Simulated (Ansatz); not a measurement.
Abridged Ansatz (a quantum-chemistry and plane-wave program) output:

```
Relaxation: its limit of steps is 50 (relax.max_steps)
Pseudopotential: Ba, paw, valence charge 10
Crystal: 1 atoms, lattice volume = 69.511 Å³
Basis set: ecut = 420 eV, 1409 PW (Γ), exchange–correlation on 60×60×60 points (8 copies of the dense FFT grid, shifted against one another)
Bands: 9, of which v1, the nominal top of the filled ones, is band 5 counted from 1 (4 counted from 0)
Symmetry: 48 space group operations
k-points: 220 of 6859
Functional: x = pbe(κ = 0.804, μ = 0.2195149727645171), c = pbe(β = 0.06672455060314922)
SCF iter   1: F=—  HF=-5949.547474 eV  |F-HF|=—  |Δ(HF+E_count)|=         —  Δρ=7.66e-4  dr2=5.73e-4  ethr=1.77e-3  ⟨swp⟩=7.6  Hψ=19539  notcnv=0
SCF iter   2: F=—  HF=-5949.547511 eV  |F-HF|=—  |Δ(HF+E_count)|=   3.71e-5  Δρ=5.26e-4  dr2=2.58e-4  ethr=5.73e-6  ⟨swp⟩=2.1  Hψ=4559  notcnv=0
SCF 1 converged in 8 iterations: F = -5949.547534 eV  dr2 = 1.20e-11
relax step   1: F+E_penalty+E_count = -5949.54753447 eV  Δ(F+E_penalty+E_count) = +0.000e0 eV  max|allowed force component| = 0.000e0 eV/Å  Δτ_max = 0.0000 Å  (8 SCF iters, accepted)
SCF converged after 8 iterations
Free energy (F): -5949.547534 eV
Internal energy: -5949.499997 eV  (E = F + TS)
E sigma→0 (E₀):  -5949.523766 eV
Entropy (-TS):   -0.047538 eV (-47.538 meV/atom)
Fermi energy:    5.146276 eV
--- Forces (eV/Å), atoms counted from 1 ---
  atom   1  Ba     0.00000000    -0.00000000     0.00000000
--- Stress (GPa, compression-positive) ---
       -0.690832      -0.000000       0.000000
        0.000000      -0.690832       0.000000
        0.000000      -0.000000      -0.690832
  P = ⅓ Tr σ = -0.6908 GPa (-6.908 kbar)
--- Relaxed structure (1 steps of the walk, 1 accepted, 0 SCFs on fresh bases) ---
  atoms:
    - { symbol: Ba, position: [0.0, 0.0, 0.0] }
```

Task: What was computed, and what are the main results?

Result: Ba, 1 atom in the cell, with Ansatz PBE, no spin-orbit coupling. The last SCF converged to F = -5949.547534 eV, or -5949.5475 eV per atom, at a pressure of -0.69 GPa. The total energy compares only with runs of the same code, potentials and settings.

The cells carry an imposed strain or load. No phonon test of stability was made. The cell was made from Ba in the bcc (W type) structure (space group Im-3m, No. 229) by this change: isotropic strain +3.11 %.

Keys are those of Ansatz 0.2.
